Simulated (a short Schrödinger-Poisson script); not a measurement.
Gated Al0.3Ga0.7N/GaN polarisation-induced gas

System: gated Al0.3Ga0.7N/GaN polarisation-induced gas, at 77 K.

| layer | material | thickness (nm) | Na (cm⁻³) |
|---|---|---|---|
| 1 | Al0.3Ga0.7N | 15 | - |
| 2 | GaN | 6000 | 7e15 |

Constants are typed, rounded textbook-type inputs, not results; the design itself was drawn at random and stands for no fabricated device. Al0.3Ga0.7N: permittivity 9.32, conduction-band edge (eV) 0.414, gap (eV) 4.021, electron mass (mₑ) 0.236, Nv at 300 K (cm⁻³) 4.6e19. GaN: permittivity 9.5, conduction-band edge (eV) 0, gap (eV) 3.43, Nv at 300 K (cm⁻³) 4.6e19.

Channel valleys (confinement mass, in-plane density-of-states mass, number): Γ 0.2, 0.2, 1. At the gate the conduction-band edge of layer 1 lies 1.23 eV − eVg above the Fermi level of the channel; the field vanishes at the back. Sheet of polarisation charge: +1.5e13 e/cm² at 15 nm from the gate. The barrier under the gate holds no holes. Gaps are held at their typed values at every temperature. Mesh 0.08 nm at interfaces.

Solved with a short Schrödinger-Poisson script written for these runs: 1D Poisson equation in equilibrium, electrons quantum, Hartree plus LDA exchange-correlation (BenDaniel-Duke, 40 states a valley, the channel's in-plane mass for all, wave functions free to enter the barrier), parabolic valleys, classical holes, full ionisation, no traps, pinning or gate leakage.

| Vg (V) | electrons (cm⁻²) | in the channel layer | C (μF/cm²) | Γ E0 (meV) | Γ E1 (meV) |
|---|---|---|---|---|---|
| 0.5 | 1.22e13 | 1.10e13 | 0.526 | -139.7 | -3.8 |
| 0.25 | 1.14e13 | 1.04e13 | 0.523 | -131.5 | -1.2 |
| 0 | 1.06e13 | 9.74e12 | 0.521 | -123.2 | 1.7 |
| -0.25 | 9.80e12 | 9.07e12 | 0.519 | -114.6 | 4.9 |
| -0.5 | 8.99e12 | 8.39e12 | 0.517 | -105.9 | 8.5 |
| -0.75 | 8.18e12 | 7.69e12 | 0.515 | -97.0 | 12.6 |
| -1 | 7.38e12 | 6.98e12 | 0.513 | -87.9 | 17.3 |
| -1.25 | 6.58e12 | 6.27e12 | 0.511 | -78.5 | 22.3 |
| -1.5 | 5.79e12 | 5.54e12 | 0.509 | -69.1 | 27.2 |
| -1.75 | 4.99e12 | 4.81e12 | 0.507 | -59.7 | 32.1 |
| -2 | 4.20e12 | 4.07e12 | 0.504 | -50.3 | 36.6 |
| -2.25 | 3.42e12 | 3.33e12 | 0.501 | -40.9 | 40.8 |
| -2.5 | 2.64e12 | 2.59e12 | 0.498 | -31.5 | 44.5 |
| -2.75 | 1.87e12 | 1.84e12 | 0.493 | -22.1 | 47.6 |
| -3 | 1.10e12 | 1.09e12 | 0.486 | -12.2 | 50.4 |
| -3.25 | 3.54e11 | 3.52e11 | 0.467 | 0.7 | 54.6 |

Gate voltages with under 1e6 electrons/cm² are left out.

Subbands count from the Fermi level.
